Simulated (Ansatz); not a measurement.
Worked example: self-consistent single point of a (110) slab of Li (cut from a parent of space group no. 229; 4 atoms in the cell) in Ansatz (a program for electronic structure).

Level of theory: PBEsol, default PAW files made with PBE (plane waves; Ansatz).

The change in words: vacuum of 3 angstrom (first run: 14 Å). Reference geometry:
```
CELL_PARAMETERS angstrom
      3.03150     0.00000     0.00000
     -4.04200     2.85812     0.00000
      0.00000     0.00000    21.42560
ATOMIC_POSITIONS crystal
  Li 0.00000 0.00000 0.32671
  Li 0.00000 0.50000 0.44224
  Li 0.00000 0.00000 0.55776
  Li 0.00000 0.50000 0.67329
```

Reference input (self-consistent single point, DFT, PBEsol, plane waves, default PAW files made with PBE): basis.ecutwfc = 420 eV; kpoints.mp_grid.grid = 17 17 1; hamiltonian.xc = pbesol; hamiltonian.pseudopotentials = {kind: paw} (the program's default PAW files); scf.occupations.method = gaussian; scf.occupations.width = 0.1 eV. This run's input differs from it in these lines:

Ansatz 0.2 input:
```diff
@@ -5,8 +5,8 @@
     - [-4.041995, 2.858122, 0.000000]
-    - [0.000000, 0.000000, 21.425599]
+    - [0.000000, 0.000000, 10.425598]
   atoms:
-    - { symbol: Li, position: [0.000000, 0.000000, 0.326712] }
-    - { symbol: Li, position: [1.000000, 0.500000, 0.442237] }
-    - { symbol: Li, position: [0.000000, 0.000000, 0.557763] }
-    - { symbol: Li, position: [1.000000, 0.500000, 0.673288] }
+    - { symbol: Li, position: [0.000000, 0.000000, 0.143877] }
+    - { symbol: Li, position: [0.000000, 0.500000, 0.381292] }
+    - { symbol: Li, position: [0.000000, 0.000000, 0.618708] }
+    - { symbol: Li, position: [0.000000, 0.500000, 0.856123] }
 basis:
```

Output (repeated stretches shortened):

```
SCF iter   1: F=—  HF=-811.997425 eV  |F-HF|=—  |Δ(HF+E_count)|=         —  Δρ=1.51e-3  dr2=2.32e-3  ethr=1.77e-3  ⟨swp⟩=4.0  Hψ=4524  notcnv=0
all-band conjugate gradients solve this SCF's bands
preconditioner: auto → none
SCF iter   2: F=—  HF=-811.995293 eV  |F-HF|=—  |Δ(HF+E_count)|=   2.13e-3  Δρ=7.48e-4  dr2=7.75e-4  ethr=1.93e-5  ⟨swp⟩=2.0  Hψ=1786  notcnv=0
SCF iter   3: F=—  HF=-811.995123 eV  |F-HF|=—  |Δ(HF+E_count)|=   1.70e-4  Δρ=3.27e-4  dr2=2.12e-3  ethr=6.46e-6  ⟨swp⟩=2.0  Hψ=1163  notcnv=0
SCF iter   4: F=—  HF=-811.994927 eV  |F-HF|=—  |Δ(HF+E_count)|=   1.97e-4  Δρ=1.05e-4  dr2=4.06e-5  ethr=6.46e-6  ⟨swp⟩=1.1  Hψ=795  notcnv=0
SCF iter   5: F=—  HF=-811.994929 eV  |F-HF|=—  |Δ(HF+E_count)|=   2.77e-6  Δρ=4.06e-5  dr2=4.49e-6  ethr=3.38e-7  ⟨swp⟩=1.0  Hψ=794  notcnv=0
SCF iter   6: F=—  HF=-811.994929 eV  |F-HF|=—  |Δ(HF+E_count)|=   6.27e-8  Δρ=6.54e-6  dr2=1.18e-7  ethr=3.74e-8  ⟨swp⟩=1.0  Hψ=785  notcnv=0
SCF iter   7: F=-811.994929 eV  HF=-811.994929 eV  |F-HF|=6.79e-11  |Δ(HF+E_count)|=   6.46e-9  Δρ=7.60e-7  dr2=7.83e-10  ethr=8.33e-10  ⟨swp⟩=3.6  Hψ=2375  notcnv=0
SCF 1 converged in 7 iterations: F = -811.994929 eV  dr2 = 7.83e-10
Free energy (F): -811.994929 eV
Internal energy: -811.985354 eV  (E = F + TS)
E sigma→0 (E₀):  -811.990141 eV
Entropy (-TS):   -0.009576 eV (-2.394 meV/atom)
Fermi energy:    0.723278 eV
--- Forces (eV/Å), atoms counted from 1 ---
  atom   1  Li     0.00000000     0.00000000    -0.17667790
  atom   2  Li     0.00000000    -0.00000000     0.00005211
  atom   3  Li     0.00000000     0.00000000    -0.00005211
  atom   4  Li    -0.00000000    -0.00000000     0.17667790
--- Stress (GPa, compression-positive) ---
       -0.357379      -0.038181       0.000000
       -0.038181      -0.384377       0.000000
        0.000000       0.000000      -2.632468
  P = ⅓ Tr σ = -1.1247 GPa (-11.247 kbar)
  The stress holds the Pulay correction. Without it, at fixed plane waves, as pw.x and ABINIT print it: P = -1.1276 GPa
```

The run converged in 7 iterations. Against the reference run the free energy goes down by 142 meV/atom and the largest force goes from 0.096 to 0.177 eV/Å.

The starting cell has typed, rounded lattice constants, without a prior relaxation at this level. The slab is cut from that crystal, and its faces are unrelaxed. Its lattice was rescaled by up to half a per cent.
